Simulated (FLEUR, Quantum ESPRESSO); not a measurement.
A FLEUR input for a self-consistent single point of TiGa₅Co (P1, 7 atoms in the cell) (DFT, LDA (Vosko-Wilk-Nusair), all-electron FLAPW (FLEUR), scalar-relativistic valence):

Input of the input generator:

```
TiGa5Co crystal
&input film=f /
7.6128750766 0.0000000000 0.0000000000
0.0000000000 7.6128750766 0.0000000000
0.0000000000 0.0000000000 12.1732566469
1.0
1.0 1.0 1.0

7
22 0.0148070000 0.0033600000 0.0005380000
31 -0.0320100000 0.5023210000 0.2902150000
31 0.0100550000 0.5048050000 0.7069800000
31 0.5145670000 -0.0085430000 0.2987610000
31 0.5034330000 0.0098790000 0.7012310000
31 0.5008280000 0.4889860000 -0.0003290000
27 -0.0116810000 -0.0008080000 0.5026040000

&comp jspins=1 /
&exco xctyp='vwn' /
&kpt div1=5 div2=5 div3=3 /
&end /
```

```xml
<?xml version="1.0" encoding="UTF-8" standalone="no"?>
<fleurInput fleurInputVersion="0.39">
   <comment>
      TiGa5Co crystal                                                                                     
   </comment>
   <calculationSetup>
      <cutoffs Kmax="3.8" Gmax="13.3" GmaxXC="13.3" numbands="0"/>
      <scfLoop itmax="60" minDistance="0.00001" maxIterBroyd="25" imix="Anderson" alpha="0.05" precondParam="0.0" spinf="2.0"/>
      <coreElectrons ctail="T" frcor="F" kcrel="0" coretail_lmax="0"/>
      <xcFunctional name="vwn" relativisticCorrections="F"/>
      <magnetism jspins="1"/>
      <soc l_soc="F" theta="0.0" phi="0.0" spav="F"/>
      <expertModes spex="0" secvar="F"/>
      <geometryOptimization l_f="T" forcealpha="1.0" forcemix="BFGS" epsdisp="0.00001" epsforce="0.00001"/>
      <ldaU l_linMix="F" mixParam="0.05" spinf="1.0"/>
   </calculationSetup>
   <cell>
      <bzIntegration valenceElectrons="92.0" mode="gauss" fermiSmearingEnergy="0.00367493">
         <kPointListSelection listName="default-1"/>
         <!-- k-points included here -->
         <xi:include xmlns:xi="http://www.w3.org/2001/XInclude" href="kpts.xml"> </xi:include>
      </bzIntegration>
      <!-- symmetry operations included here -->
      <xi:include xmlns:xi="http://www.w3.org/2001/XInclude" href="sym.xml"> </xi:include>
      <bulkLattice scale="1.0">
         <bravaisMatrix>
            <row-1>    7.6128750766000000     0.0000000000000000     0.0000000000000000</row-1>
            <row-2>    0.0000000000000000     7.6128750766000000     0.0000000000000000</row-2>
            <row-3>    0.0000000000000000     0.0000000000000000    12.1732566469000005</row-3>
         </bravaisMatrix>
      </bulkLattice>
   </cell>
   <atomSpecies>
      <species name="Titanium (Ti)" element="Ti" atomicNumber="22">
         <mtSphere radius="2.68" gridPoints="925" logIncrement="0.013"/>
         <atomicCutoffs lmax="10" lnonsphr="8"/>
         <electronConfig flipSpins="F">
            <coreConfig>(1s1/2) (2s1/2) (2p1/2) (2p3/2)</coreConfig>
            <valenceConfig>(3s1/2) (3p1/2) (3p3/2) (4s1/2) (3d3/2) (3d5/2)</valenceConfig>
            <stateOccupation state="(3d3/2)" spinUp="0.4" spinDown="0.4"/>
            <stateOccupation state="(3d5/2)" spinUp="0.6" spinDown="0.6"/>
         </electronConfig>
         <energyParameters s="4" p="4" d="3" f="4"/>
         <lo type="SCLO" l="0" n="3" eDeriv="0"/>
         <lo type="SCLO" l="1" n="3" eDeriv="0"/>
      </species>
      <species name="Gallium (Ga)" element="Ga" atomicNumber="31">
         <mtSphere radius="2.12" gridPoints="731" logIncrement="0.017"/>
         <atomicCutoffs lmax="8" lnonsphr="6"/>
         <electronConfig flipSpins="F">
            <coreConfig>(1s1/2) (2s1/2) (2p1/2) (2p3/2) (3s1/2) (3p1/2) (3p3/2)</coreConfig>
            <valenceConfig>(4s1/2) (3d3/2) (3d5/2) (4p1/2) (4p3/2)</valenceConfig>
            <stateOccupation state="(4p1/2)" spinUp="0.1666666666667" spinDown="0.1666666666667"/>
            <stateOccupation state="(4p3/2)" spinUp="0.3333333333333" spinDown="0.3333333333333"/>
         </electronConfig>
         <energyParameters s="4" p="4" d="3" f="4"/>
      </species>
      <species name="Cobalt (Co)" element="Co" atomicNumber="27">
         <mtSphere radius="2.12" gridPoints="731" logIncrement="0.017"/>
         <atomicCutoffs lmax="8" lnonsphr="6"/>
         <electronConfig flipSpins="F">
            <coreConfig>(1s1/2) (2s1/2) (2p1/2) (2p3/2) (3s1/2)</coreConfig>
            <valenceConfig>(3p1/2) (3p3/2) (4s1/2) (3d3/2) (3d5/2)</valenceConfig>
            <stateOccupation state="(3d3/2)" spinUp="1.4" spinDown="1.4"/>
            <stateOccupation state="(3d5/2)" spinUp="2.1" spinDown="2.1"/>
         </electronConfig>
         <energyParameters s="4" p="4" d="3" f="4"/>
         <lo type="SCLO" l="1" n="3" eDeriv="0"/>
      </species>
   </atomSpecies>
   <atomGroups>
      <atomGroup species="Titanium (Ti)">
         <relPos label="                   1">.0148070000 .0033600000 .0005380000</relPos>
         <force calculate="T" relaxXYZ="TTT"/>
      </atomGroup>
      <atomGroup species="Gallium (Ga)">
         <relPos label="                   2">-.0320100000 -.4976790000 .2902150000</relPos>
         <force calculate="T" relaxXYZ="TTT"/>
      </atomGroup>
      <atomGroup species="Gallium (Ga)">
         <relPos label="                   3">.0100550000 -.4951950000 -.2930200000</relPos>
         <force calculate="T" relaxXYZ="TTT"/>
      </atomGroup>
      <atomGroup species="Gallium (Ga)">
         <relPos label="                   4">-.4854330000 -.0085430000 .2987610000</relPos>
         <force calculate="T" relaxXYZ="TTT"/>
      </atomGroup>
      <atomGroup species="Gallium (Ga)">
         <relPos label="                   5">-.4965670000 .0098790000 -.2987690000</relPos>
         <force calculate="T" relaxXYZ="TTT"/>
      </atomGroup>
      <atomGroup species="Gallium (Ga)">
         <relPos label="                   6">-.4991720000 .4889860000 -.0003290000</relPos>
         <force calculate="T" relaxXYZ="TTT"/>
      </atomGroup>
      <atomGroup species="Cobalt (Co)">
         <relPos label="                   7">-.0116810000 -.0008080000 -.4973960000</relPos>
         <force calculate="T" relaxXYZ="TTT"/>
      </atomGroup>
   </atomGroups>
   <output dos="F" band="F" slice="F">
      <checks vchk="F" cdinf="F"/>
      <bandDOS minEnergy="-.5*Htr" maxEnergy="0.5*Htr" sigma="0.015" storeEVData="T"/>
      <vacuumDOS vacdos="F" integ="F" star="F" nstars="0" locx1="0.0" locy1="0.0" locx2="0.0" locy2="0.0" nstm="0" tworkf="0.0"/>
      <unfoldingBand unfoldBand="F" supercellX="1" supercellY="1" supercellZ="1"/>
      <plotting iplot="0" polar="F">
         <plot TwoD="T" vec1="  1.0  0.0  0.0" vec2="  0.0  1.0  0.0" vec3="  0.0  0.0  1.0" zero="  0.0  0.0  0.0" file="plot"/>
      </plotting>
      <chargeDensitySlicing numkpt="0" minEigenval="0.0" maxEigenval="0.0" nnne="0" pallst="F"/>
      <specialOutput eonly="F"/>
      <magneticCircularDichroism mcd="F" energyLo="-10.0" energyUp="0.0"/>
   </output>
  <!-- We include the file relax.xml here to enable relaxations (see documentation) -->
  <xi:include xmlns:xi="http://www.w3.org/2001/XInclude" href="relax.xml"> <xi:fallback/> </xi:include>
</fleurInput>
```

Problem. Write the same calculation as an input for Quantum ESPRESSO.

Solution. One input that does it (others would too):

```fortran
&control
 calculation = 'scf'
 outdir = './tmp/'
 pseudo_dir = './'
 tprnfor = .true.
 tstress = .true.
/
&system
 ibrav = 0
 nat = 7
 ntyp = 3
 ecutwfc = 50
 ecutrho = 400
 occupations = 'smearing'
 smearing = 'gaussian'
 degauss = 0.0073499
/
&electrons
 conv_thr = 1.0d-10
/
ATOMIC_SPECIES
Ti    47.8670  ti_lda_v1.4.uspp.F.UPF
Ga    69.7230  ga_lda_v1.4.uspp.F.UPF
Co    58.9332  co_lda_v1.2.uspp.F.UPF
CELL_PARAMETERS angstrom
   4.02856000     0.00000000     0.00000000
   0.00000000     4.02856000     0.00000000
   0.00000000     0.00000000     6.44181000
ATOMIC_POSITIONS angstrom
Ti    0.05965089    0.01353596    0.00346569
Ga   -0.12895421    2.02363029    1.86950989
Ga    0.04050717    2.03363723    4.55423083
Ga    2.07296403   -0.03441599    1.92456160
Ga    2.02811005    0.03979814    4.51719687
Ga    2.01761565    1.96990944   -0.00211935
Co   -0.04705761   -0.00325508    3.23767947
K_POINTS automatic
5 5 3  0 0 0
```

Basis, cutoffs, solver keys and any potentials are the target program's own. This input uses DFT, LDA (PZ), plane waves, GBRV 1.5 ultrasoft (LDA) pseudopotentials. LDA parametrisations can differ slightly between programs.

The starting cell comes from a database of computed structures (which also holds hypothetical and non-ambient phases and stackings), without a prior relaxation at this level. For this run, on top of that: atoms moved at random.
